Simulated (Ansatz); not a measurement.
The starting structures come from a database of crystals and need not be the phases stable at ambient conditions.

 Where the default PAW files enter, the runs use the earlier of Ansatz's two default sets.

Evanescent states of LiNO$_{3}$ (R-3c, not sure to be the ambient phase, 10 atoms a cell, 9.3 Å³ an atom) along the normal of (001)

Calculation: r2SCAN (plane waves, PAW; Ansatz, a first-principles code).

No gap correction and no spin-orbit coupling; mid-gap values are interpolated between computed energies.

Energies count from the valence-band top; κ is the least over a 12×12 mesh across the current.

| E (eV) | κ (1/Å) | where |
|---|---|---|
| 0.09 | 0.511 | off Γ |
| 0.27 | 0.626 | off Γ |
| 0.45 | 0.669 | off Γ |
| 0.63 | 0.693 | off Γ |
| 0.81 | 0.713 | off Γ |
| 0.99 | (withheld) | off Γ |
| 1.17 | (withheld) | off Γ |
| 1.35 | (withheld) | off Γ |
| 1.53 | (withheld) | off Γ |
| 1.71 | (withheld) | off Γ |
| 1.89 | (withheld) | Γ |
| 2.07 | (withheld) | Γ |
| 2.25 | (withheld) | Γ |
| 2.43 | (withheld) | Γ |
| 2.61 | (withheld) | Γ |
| 2.79 | 0.642 | Γ |
| 2.97 | 0.597 | Γ |
| 3.15 | 0.540 | Γ |
| 3.33 | 0.461 | Γ |
| 3.51 | 0.327 | Γ |

Problem. Fill in the missing entries.

Solution. 
- 0.99, κ (1/Å): 0.730
- 1.17, κ (1/Å): 0.746
- 1.35, κ (1/Å): 0.759
- 1.53, κ (1/Å): 0.771
- 1.71, κ (1/Å): 0.782
- 1.89, κ (1/Å): 0.782
- 2.07, κ (1/Å): 0.761
- 2.25, κ (1/Å): 0.738
- 2.43, κ (1/Å): 0.711
- 2.61, κ (1/Å): 0.679
